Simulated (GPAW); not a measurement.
Worked example: self-consistent single point of Mg6GaCu (Amm2, 8 atoms in the cell) in GPAW.

Method of the run: LDA (Perdew-Wang 92), GPAW PAW datasets LDA (gpaw-data 1.0.1) (plane waves; GPAW).

The change in words: lattice scaled by 1.015. Reference geometry:
```
CELL_PARAMETERS angstrom
      4.90404     0.00000     0.00000
      0.00000     3.05187     5.31395
      0.00000    -3.05187     5.31395
ATOMIC_POSITIONS crystal
  Mg 0.00000 0.83270 0.33980
  Mg 0.00000 0.33980 0.83270
  Mg 0.00000 0.33300 0.33300
  Mg 0.50000 0.67022 0.15238
  Mg 0.50000 0.15238 0.67022
  Mg 0.50000 0.16752 0.16752
  Ga 0.50000 0.66943 0.66943
  Cu 0.00000 0.83494 0.83494
```

Reference input (self-consistent single point, DFT LDA (Perdew-Wang 92), plane waves, GPAW PAW datasets LDA (gpaw-data 1.0.1)): mode = pw; ecut = 850 eV; xc = LDA; kpts = 5 4 4; mesh shift (steps) = 0 0 0; occupations.name = marzari-vanderbilt; occupations.width = 0.2 eV; nbands = -14; convergence.density = 1e-05 e/electron; symmetry.symmorphic = false; symmetry.tolerance = 0.0005; maxiter = 100. This run's input differs from it in these lines:

```diff
@@ -5,5 +5,5 @@
 atoms = Atoms(['Mg', 'Mg', 'Mg', 'Mg', 'Mg', 'Mg', 'Ga', 'Cu'],
-              cell=[[4.904040, 0.000000, 0.000000],
-                    [0.000000, 3.051875, 5.313945],
-                    [0.000000, -3.051875, 5.313945]],
+              cell=[[4.977601, 0.000000, 0.000000],
+                    [0.000000, 3.097653, 5.393654],
+                    [0.000000, -3.097653, 5.393654]],
               scaled_positions=[[0.000000, 0.832700, 0.339800],
```

Log, with long lists cut:

```
     iter     time        total  log10-change:
                         energy   eigst   dens
iter:   1 --:--:--   -20.797991
iter:   2 --:--:--   -19.949552   -0.65  -1.40
iter:   3 --:--:--   -19.691957   -1.46  -1.48
iter:   4 --:--:--   -19.947287   -1.26  -1.56
iter:   5 --:--:--   -19.700909   -2.48  -1.87
iter:   6 --:--:--   -20.014251   -1.24  -1.99
iter:   7 --:--:--   -19.554179   -2.18  -2.02
iter:   8 --:--:--   -19.561371   -2.35  -2.59
iter:   9 --:--:--   -19.548641c  -3.79  -2.67
iter:  10 --:--:--   -19.552393c  -2.69  -2.78
iter:  11 --:--:--   -19.543620c  -3.33  -3.00
iter:  12 --:--:--   -19.544541c  -4.70  -3.33
iter:  13 --:--:--   -19.543520c  -4.49  -3.41
   [... 3 lines left out ...]
iter:  17 --:--:--   -19.543348c  -6.90  -3.87
iter:  18 --:--:--   -19.543348c  -5.83  -3.93
iter:  19 --:--:--   -19.543351c  -6.87  -4.07
iter:  20 --:--:--   -19.543344c  -6.21  -4.16
iter:  21 --:--:--   -19.543344c  -8.15c -4.36
iter:  22 --:--:--   -19.543343c  -7.01  -4.41
iter:  23 --:--:--   -19.543342c  -7.43c -4.61
iter:  24 --:--:--   -19.543342c  -7.46c -4.77
iter:  25 --:--:--   -19.543342c  -8.72c -4.89
iter:  26 --:--:--   -19.543342c  -8.16c -5.41c
Converged after 26 iterations.

Dipole moment: (-0.000000, -0.000000, -1.240119) |e|*Ang

Energy contributions relative to reference atoms: (reference = -130322.533251)

Kinetic:        -23.888017
Potential:      +28.548035
External:        +0.000000
XC:             -23.787604
Entropy (-ST):   +0.008249
Local:           -0.424006
SIC:             +0.000000
--------------------------
Free energy:    -19.543342
Extrapolated:   -19.543342

Showing only first 2 kpts
 Kpt  Band  Eigenvalues  Occupancy
  0    35      2.16101    2.00000
  0    36      2.25855    2.00000
  0    37      3.15352    2.00006
  0    38      6.19981    0.00000

  1    35      3.81252    1.46814
  1    36      4.25502    0.00231
  1    37      4.28164    0.00117
  1    38      4.76377    0.00000

Fermi level: 3.90323

No gap
   [... lines left out ...]
  2 Mg    0.00000    0.00000    0.04567
  3 Mg   -0.00000    0.12666   -0.10034
  4 Mg   -0.00000   -0.12666   -0.10034
  5 Mg    0.00000    0.00000   -0.04526
  6 Ga    0.00000    0.00000    0.07620
  7 Cu    0.00000    0.00000   -0.04105

Stress tensor:
     0.029408     0.000000     0.000000
     0.000000     0.027294     0.000000
     0.000000     0.000000     0.028930
Stress (GPa, Voigt): [4.7117 4.373  4.635  0.     0.     0.    ]
```

The run converged in 26 iterations. GPAW prints stress with tension positive. Against the reference run the free energy goes up by 21.4 meV/atom, the pressure goes from -3.03 to -4.57 GPa and the largest force goes from 0.148 to 0.162 eV/Å.

The starting cell comes from a database of computed structures (which also holds hypothetical and non-ambient phases and stackings), without a prior relaxation at this level. For this run, on top of that: lattice scaled by 1.015. Spin polarisation is off.

Cost on one core of a shared machine: roughly 4 min.
